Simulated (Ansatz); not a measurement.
Consider this model of amorphous In48O70.

```xyz
118
Lattice="12.2708 0.1705 -0.0052 0.1705 12.0631 0.0543 -0.0052 0.0543 11.8775" Properties=species:S:1:pos:R:3 pbc="T T T"
In     4.2606    10.8829     9.0594
In     1.3133     4.0968    11.5352
In    10.1590     9.0944    11.0579
In     7.1649    12.1812     6.8251
In     4.5144    10.1261     5.8859
In     6.6589     5.6265    10.9631
In    11.3857     0.7510     6.7372
In     8.7920    12.0962    10.0873
In     4.0402     8.4948     0.6017
In    10.2181     9.9916     7.8327
In    11.5414     7.0157     5.8856
In    10.2883     5.3770    11.2069
In     3.4054     7.6517     3.8134
In     0.8308    10.1636     5.1283
In     3.5515     4.0409     4.8309
In     5.6163     7.3541     7.3038
In     8.3227     6.8521     4.7209
In     7.1539     8.1544     1.9950
In    10.9233     8.5936     2.8654
In     0.9099     7.1878     0.9187
In     1.3764     9.5514    10.2027
In     4.3108     5.3346     1.4139
In     1.2097     3.6881     8.0798
In     8.5465    11.3113     1.3926
In     5.8493     0.9221     3.7551
In     8.1020    10.0903     4.5370
In     0.2699     1.6018     3.7055
In    10.2552     3.7733     5.9743
In     8.0192     3.0188     9.2065
In     8.1529     4.6214     2.3717
In     7.0010     3.8234     5.8232
In     0.5604     4.8268     3.2792
In     5.4312    11.4909     0.3190
In     3.1087     2.1061     2.2704
In     2.3437     6.9351     6.7370
In    10.7057     2.4470     0.7540
In     6.8967     8.9055    10.5102
In     8.9878     1.4775     3.6685
In     1.9385     0.6630    10.9332
In     8.6613     6.6664     8.4634
In     3.0872     6.5147     9.8449
In    12.0465     7.2213     9.1075
In     4.5538     2.4483     9.2347
In    11.3836     1.8471     9.6471
In     2.8148     1.1732     6.1164
In     2.2924    10.5471     2.3556
In    11.8180    11.3192     1.0188
In     6.5411     2.4502     0.6256
O     11.9838     1.0474    11.6052
O      8.5831     4.5803     4.5916
O     11.9974     6.7837     2.5674
O      8.6607    10.7242     6.4688
O     10.4010     7.7054     7.6063
O      9.9457     7.1995    10.1910
O     11.5578     8.9542     0.7786
O      1.6237     0.5339     2.4805
O      7.2134     0.5546    11.7882
O     11.5462    10.7605     6.3959
O      4.2046    11.8896     7.1329
O      2.3424     7.9897    11.3221
O      5.2948     4.8181     5.6649
O      7.4505     7.4049    11.8973
O     11.6696     3.2508     2.4672
O      6.3183     3.3806    10.4907
O     11.4921     2.8209     7.5176
O      4.5866     6.3058    11.3598
O      3.9535     6.2794     7.9582
O      7.8641    11.9109     3.3185
O      2.2622     4.5873     9.7439
O     12.3225    10.3726     3.0853
O     11.5087     5.1162     5.0280
O      9.0674     9.5770     2.5909
O      0.9164     8.1107     5.6740
O      4.0061     1.6536     4.4267
O      6.7067     7.1593     9.2352
O     11.6458     9.3895     9.5480
O      5.3716     9.5097     7.7925
O     12.3196     6.3059    11.0998
O     10.0747     8.0872     4.7781
O      4.9176     7.2803     2.2082
O      2.3247     8.3495     2.1574
O      4.9410     9.6468    10.7527
O      7.2354     1.7337     5.3009
O      2.0108     5.2740     1.3004
O      4.1708     8.0063     5.7479
O      1.7536     7.8914     8.7271
O      0.9082     0.4466     5.4921
O     10.5467    12.1819     8.6042
O      7.2330     0.9769     8.6298
O      1.5234    10.7483     0.2095
O      2.8621    10.1043     4.4722
O      2.4843     2.3565     0.2286
O      7.6162     2.5711     2.5258
O      4.1989     0.4167    10.5210
O      9.3986     2.0070    10.4443
O      6.9879     9.9489     0.7135
O      8.5305     3.7020     7.2705
O      8.6043     9.9201     9.5973
O      4.2666     3.8310     2.7810
O      0.5010     5.7104     7.5347
O      6.3970     4.6010     1.0281
O      6.9166     8.4222     4.1595
O      8.4757     6.6192     2.6341
O     11.6035     3.6897    10.9562
O      1.1775     1.8655     9.2615
O      4.2492    10.3527     1.6149
O      1.7531     3.1564     3.8152
O      9.4079     4.1481     0.7757
O      7.5377     6.6543     6.6594
O      8.5439     5.0094     9.8424
O      5.0995     1.1709     1.6969
O     10.1423     0.7002     1.9714
O      2.2070    11.1778     9.3277
O      2.6001     3.1625     6.6210
O     10.5815     1.8273     4.9769
O      6.1516    11.2188     5.1716
O      2.4488     5.9180     4.6589
O      9.9576    11.1003    11.7063
```

Calculation: PBE, scalar-relativistic without spin-orbit coupling (plane waves to 420 eV, PAW; Ansatz, a program for electronic structure). The usual formal charges leave 4 electrons over, so the level spacing at the Fermi energy parts defect or band states and needn't be the band gap.

A CHGNet melt-quench gave the starting glass, which DFT then relaxed. O atoms were pushed apart under 1.9 Å during the dynamics, to hinder bonds among them. The hot cell started wider than the set density and was brought back towards it in steps. It is the lowest in DFT energy of 4 quenches. It is a model cell: composition and starting density were chosen by hand, and all elements were melted together. No dispersion term was used. Its density started from a set value of 6.16 and ended at 6.26 g/cm³. The simulated quench (nominally 88 K/ps over its main leg) is rapid and tends to freeze in more defects than a deposited or slowly cooled glass has. Values belong to this one cell and scatter from quench to quench. Volume and shape were free in the relaxation. On a 2×2×2 Γ-centred mesh force components of up to 0.13 eV/Å stay, since the relaxation ran on the zone centre alone.

Neighbours within In-In 3.12 Å, In-O 2.72 Å, O-O 1.58 Å count as bonded. Two cations that share two anions don't count as bonded, nor two that share one unless they lie closer than In-In 3.04 Å.

Give the coordination numbers, mean bond lengths and angles.


- Mean coordination of In by anions = 5.27 (1 with 2, 3 with 4, 25 with 5, 19 with 6)
- Mean coordination of O = 3.61 (1 with 2, 25 with 3, 44 with 4)
- Mean In-O bond = 2.207 Å (spread 0.108 Å, 253 counted)
- Bond angle at In = mean 105.2°, spread 28.4°
- Bond angle at O = mean 110.3°, spread 16.3°

List the pairs of like atoms that count as bonded by the rules above.

There are none by these rules.
